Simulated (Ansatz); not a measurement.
Worked calculations on one periodic cell of amorphous Zr₂₀O₄₁K₂: Zr20O41K2, 63 atoms, volume 811.5 Å³, made by a melt-quench on the CHGNet potential and relaxed with DFT. O atoms were pushed apart under 1.9 Å during the dynamics, to hinder bonds among them. It is a model cell: composition and starting density were chosen by hand, and all elements were melted together. Cycles of charging were run to anneal it. These are PBE, scalar-relativistic without spin-orbit coupling (plane waves to 420 eV, PAW; Ansatz, a quantum-chemistry and plane-wave program) values and carry that method's errors. Sampling: a 2×2×2 Γ-centred mesh; Fermi-Dirac width 0.02 eV; no spin polarisation. Its volume was relaxed, its shape was free, and it stands at a mean pressure of 0.1 GPa with stress components up to 0.2 GPa; the relaxation ran on the zone centre alone. Its density went from a set 5.07 to 5.24 g/cm³. The cell is small and was quenched far faster than a real film, so it is one sample of the glass.

Four energies for an added electron at PBE on the zone centre alone (charged cells in a uniform background, spin-polarised): neutral at the neutral geometry -110115.714 eV; charged at the neutral geometry -110102.924 eV; charged and relaxed -110103.313 eV; neutral at the charged geometry -110115.068 eV.

**Question.** Find the two relaxation energies and their sum, the reorganisation energy.

**Answer.** On charging: -110102.924 − (-110103.313) = 0.389 eV. On discharging: -110115.068 − (-110115.714) = 0.646 eV. The sum is 1.035 eV. The carrier's level spreads over 8 of the 63 atoms' worth, so it counts as partly localised, most on one Zr atom with neighbours O 2.07 Å, O 2.10 Å, O 2.14 Å, O 2.16 Å, O 2.24 Å, O 2.25 Å, O 2.45 Å (neutral geometry). The values are uncorrected: the image energy of a point charge in this cell, 2.84 × 14.40 / (2 × 9.3) = 2.2 eV before screening, is screened by electrons alone at the fixed geometry and by ions too after relaxing, and the carrier can be spread before it relaxes, so each term can be off by up to that value times 1/ε∞, some tenths of an eV. PBE's self-interaction favours spread-out carriers, so a hybrid can localise more.

Four energies for a hole at PBE on the zone centre alone (charged cells in a uniform background, spin-polarised): neutral at the neutral geometry -110115.714 eV; charged at the neutral geometry -110124.913 eV; charged and relaxed -110125.273 eV; neutral at the charged geometry -110114.812 eV.

**Question.** Find the two relaxation energies and their sum, the reorganisation energy.

**Answer.** On charging: -110124.913 − (-110125.273) = 0.360 eV. On discharging: -110114.812 − (-110115.714) = 0.902 eV. The sum is 1.262 eV. The carrier's level spreads over 3 of the 63 atoms' worth, so it counts as localised, most on one O atom with neighbours Zr 2.02 Å, Zr 2.03 Å, Zr 2.79 Å (neutral geometry). The values are uncorrected: the image energy of a point charge in this cell, 2.84 × 14.40 / (2 × 9.3) = 2.2 eV before screening, is screened by electrons alone at the fixed geometry and by ions too after relaxing, and the carrier can be spread before it relaxes, so each term can be off by up to that value times 1/ε∞, some tenths of an eV. PBE's self-interaction favours spread-out carriers, so a hybrid can localise more.
